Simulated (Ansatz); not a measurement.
**Effective masses and thermopower of MgO under load (space group I4/mmm)**

Data:

```yaml
crystal:
  lattice:
    - [0.00000, 2.10839, 2.09848]
    - [2.10839, 0.00000, 2.09848]
    - [2.10839, 2.10839, 0.00000]
  atoms:
    - { symbol: Mg, position: [0.00000, 0.00000, 0.00000] }
    - { symbol: O, position: [0.50000, 0.50000, 0.50000] }
```

All values below come from r2SCAN, rigid bands (plane waves, PAW, scalar-relativistic; Ansatz, a quantum-chemistry and plane-wave program). Condition of this run: biaxial stress xx = yy = -1 GPa (compression positive) (the target of the relaxation). How the cell was made: cell and atoms relaxed with r2SCAN, then loaded as said.

```yaml
band_gap: 5.64 eV
electron conductivity mass (300 K, dilute): 0.37 mₑ
hole conductivity mass (300 K, dilute): 2.3 (x), 2.3 (y), 2.2 (z) mₑ
effective density of states N_c (300 K): 5.8e18 cm⁻³
effective density of states N_v (300 K): 2.6e20 cm⁻³
density_of_states_mass_electrons: 0.38 mₑ
density_of_states_mass_holes: 4.8 mₑ
Seebeck coefficient, n-type 1e19 cm⁻³, 300 K: -178 μV/K
best n-type power factor at 300 K for τ = 10 fs (best axis; densities from 1e16 to 1e21 cm⁻³ tried, whether or not they can be reached): 2.5 μW/(cm·K²) at 3e19 cm⁻³
Seebeck coefficient, p-type 1e19 cm⁻³, 300 K: 503 μV/K
```

Rigid bands; masses and Seebeck coefficients take one relaxation time τ for all states and one kind of carrier; polarons and phonon drag are left out. Spin-orbit coupling is left out.
